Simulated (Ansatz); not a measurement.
Take SnO₂ in the rutile structure (space group P4_2/mnm, No. 136; a = 4.7692 Å, c = 3.2120 Å) as the base. Axes: x, y, z lie along a, b, c of the conventional cell.

Calculations: PBEsol (Ansatz, a quantum-chemistry and plane-wave program), scalar-relativistic without spin-orbit coupling.

Before the change:

| Item | Value |
|---|---|
| Pressure | 0.00 GPa |

Now apply this change: tensile biaxial strain of 1.20 % in the plane normal to [001], as in epitaxy on a mismatched substrate; the out-of-plane cell vector and the atoms relax.

How does this affect the ratio −ε⊥/ε∥ and pressure?

The ratio −ε⊥/ε∥ comes out as 0.67; the pressure (mean of the normal stresses, compression positive) goes from zero to -2.21 GPa.

No phonon test of stability was made.
